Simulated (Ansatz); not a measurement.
Start from MgB2 (space group P6/mmm, No. 191; relaxed with 0.1 eV smearing).

```
CELL_PARAMETERS angstrom
      3.07530     0.00000     0.00000
     -1.53765     2.66329     0.00000
      0.00000     0.00000     3.52482
ATOMIC_POSITIONS crystal
  Mg 0.00000 0.00000 0.00000
  B  0.66667 0.33333 0.50000
  B  0.33333 0.66667 0.50000
```

Cartesian axes are those of the cell as printed.

Level of theory: Ansatz (a program for electronic structure), PBE, PAW, cutoff 420 eV, without spin-orbit coupling.

For the base:

| Quantity | Value |
|---|---|
| Pressure | 0.0 GPa |
| Shortest interatomic distance | 1.776 Å |
| Band gap | zero |

The change: the cell is stretched by 0.50 % along z with no lateral relaxation; the atoms relax in the strained cell.

Problem. Estimate the effect on the pressure, shortest interatomic distance, energy relative to the base and band gap.

Solution. The pressure (mean of the normal stresses, compression positive) goes from zero to -0.5 GPa; the shortest interatomic distance stays 1.776 Å; the energy hardly moves; the band gap stays zero.

Whether these cells are dynamically stable was not tested. The final runs are not spin-polarised.
